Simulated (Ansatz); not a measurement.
Consider Mg in the hcp (Mg type) structure (space group P6_3/mmc, No. 194; a = 3.186 Å, c = 5.224 Å).

Computed with PBE (Ansatz, a program for electronic structure), no spin-orbit coupling.

Before the change:

```
Quantity            Value
---------------  --------
Volume per atom  22.97 Å³
```

The change: cell and atoms relaxed at a pressure of 0.9 GPa.

**Question.** What does the calculation give for the volume per atom after the change?

**Answer.** The volume per atom drops by 0.542 Å³, from 22.97 Å³ to 22.42 Å³.

Load acts through the strain it causes; cell and atoms are relaxed under it. Whether these cells are dynamically stable was not tested.
